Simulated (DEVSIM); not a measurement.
Device: abrupt Si p-n junction, at 400 K.

Layer 1 from the left is Si, thickness (μm) 0.270, Na (cm⁻³) 1e19, τn (s) 1.8e-5, τp (s) 1.8e-5. Layer 2 from the left is Si, thickness (μm) 6.80, Nd (cm⁻³) 2.3e17, τn (s) 1.8e-5, τp (s) 1.8e-5.

Left contact: ohmic. Right contact: ohmic. Voltage is applied to the left contact. Recombination: SRH at mid-gap. Mobility is μmin + (μ − μmin)/(1 + (N/Nref)^α).

The device is made up for the run: typed textbook-type constants, with dimensions and the other settings drawn at random. Values at 300 K; Nc and Nv go as T^1.5, mobilities as T to minus their exponent, the gap by Varshni's rule with the affinity fixed.

Si: gap (eV) 1.124, affinity (eV) 4.05, permittivity 11.7, Nc (cm⁻³) 2.86e19, Nv (cm⁻³) 3.1e19, μn (cm²/Vs) 1417, μp (cm²/Vs) 470, μn,min 52, μp,min 45, Nref,n 9.7e16, Nref,p 2.2e17, αn 0.68, αp 0.72, T exponent of μn 2.3, T exponent of μp 2.2, Varshni α (eV/K) 0.000473, Varshni β (K) 636.

Simulated with DEVSIM: 1D drift-diffusion, Boltzmann statistics, complete ionisation; no tunnelling, impact ionisation, image-force lowering or self-heating.

### Question
What does the simulation give for the dark forward voltage at 100 A/cm², the potential step across the device at zero bias, the largest field in the device at zero bias, the dark forward voltage at 1 A/cm²?

### Answer
dark forward voltage at 100 A/cm² 0.692 V; potential step across the device at zero bias 0.861 V; largest field in the device at zero bias 280000 V/cm; dark forward voltage at 1 A/cm² 0.528 V.
